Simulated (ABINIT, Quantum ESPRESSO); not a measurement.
A Quantum ESPRESSO input for a self-consistent single point of TiOs (Pm-3m, 2 atoms in the cell) (DFT, PBEsol, plane waves, GBRV 1.5 ultrasoft (PBESOL) pseudopotentials):

```fortran
&control
    calculation = 'scf'
    prefix = 'scf'
    outdir = './out'
    pseudo_dir = './'
    tprnfor = .true.
    tstress = .true.
/
&system
    ibrav = 0
    nat = 2
    ntyp = 2
    ecutwfc = 50
    ecutrho = 400
    occupations = 'smearing'
    smearing = 'gauss'
    degauss = 0.0073499
/
&electrons
    conv_thr = 1e-10
    mixing_beta = 0.4
/
ATOMIC_SPECIES
Ti    47.8670  ti_pbesol_v1.4.uspp.F.UPF
Os   190.2300  os_pbesol_v1.2.uspp.F.UPF
CELL_PARAMETERS angstrom
   3.022937000     0.000000000     0.000000000
   0.000000000     3.022937000     0.000000000
   0.000000000     0.000000000     3.022937000
ATOMIC_POSITIONS angstrom
Ti    1.511468500    1.511468500    1.511468500
Os    0.000000000    0.000000000    0.000000000
K_POINTS automatic
14 14 14  0 0 0
```

**Question.** Write the same calculation as an input for ABINIT.

**Answer.** One input that does it (others would too):

```
# TiOs, PseudoDojo nc-sr-04 PBEsol standard
pp_dirpath "./"
pseudos "Ti.upf, Os.upf"
acell 3.0229370000 3.0229370000 3.0229370000 Angstrom
rprim
         1.0000000000    0.0000000000    0.0000000000
         0.0000000000    1.0000000000    0.0000000000
         0.0000000000    0.0000000000    1.0000000000
natom 2
ntypat 2
znucl 22 76
typat 1 2
xcart
         1.5114685000    1.5114685000    1.5114685000
         0.0000000000    0.0000000000    0.0000000000
      Angstrom
ecut 1143 eV
occopt 7
tsmear 0.1 eV
nband 19
kptopt 1
ngkpt 14 14 14
nshiftk 1
shiftk 0 0 0
nstep 80
tolvrs 1.0e-10
prtwf 0
prtden 0
```

Basis, cutoffs, solver keys and any potentials are the target program's own. This input uses DFT, PBEsol, plane waves, norm-conserving pseudopotentials (PseudoDojo nc-sr-04 PBEsol standard). Both were run: pressure 10.88 GPa in Quantum ESPRESSO and 11.10 in ABINIT.

On Quantum ESPRESSO: the starting cell comes from a database of computed structures (which also holds hypothetical and non-ambient phases and stackings), without a prior relaxation at this level. For this run, on top of that: lattice scaled by 0.98. Spin polarisation is off. With a pressure of about 11 GPa the cell is away from its equilibrium volume at this level.

On ABINIT: the starting cell comes from a database of computed structures (which also holds hypothetical and non-ambient phases and stackings), without a prior relaxation at this level. For this run, on top of that: lattice scaled by 0.98. Spin polarisation is off. With a pressure of about 11 GPa the cell is away from its equilibrium volume at this level.
